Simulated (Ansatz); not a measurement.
**HfO2 (Pca2₁, No. 29, 12 atoms in the cell; start mp-685097; a measured phase of this formula has another space group)**

These are PBE-D3(BJ) in Ansatz (plane waves, PAW) values and carry that method's errors.

Run with plane-wave cutoff 520 eV, 8×8×8 k mesh, Fermi–Dirac smearing 0.01 eV, scalar-relativistic PAW data made under PBE.

Cell (relaxed at this level):

```
HfO2
1.0
    5.26130     0.00000     0.00000
    0.00000     5.04459     0.00000
    0.00000     0.00000     5.07256
Hf O
4 8
Direct
  0.03274   0.26711   0.24170
  0.96726   0.73289   0.74170
  0.46726   0.26711   0.74170
  0.53274   0.73289   0.24170
  0.36754   0.07076   0.38040
  0.63246   0.92924   0.88040
  0.13246   0.07076   0.88040
  0.86754   0.92924   0.38040
  0.73291   0.46013   0.49090
  0.26709   0.53987   0.99090
  0.76709   0.46013   0.99090
  0.23291   0.53987   0.49090
```

```yaml
band_gap: 4.40 eV
smallest_direct_gap_on_the_k_points_sampled: 4.61 eV
direct gap at Γ: 4.89 eV
```

Spin–orbit coupling is not included.

Static lattice: no zero-point or thermal effects.

A start named mp-… is a Materials Project structure, which need not be a measured phase.

Ansatz is an electronic-structure program.
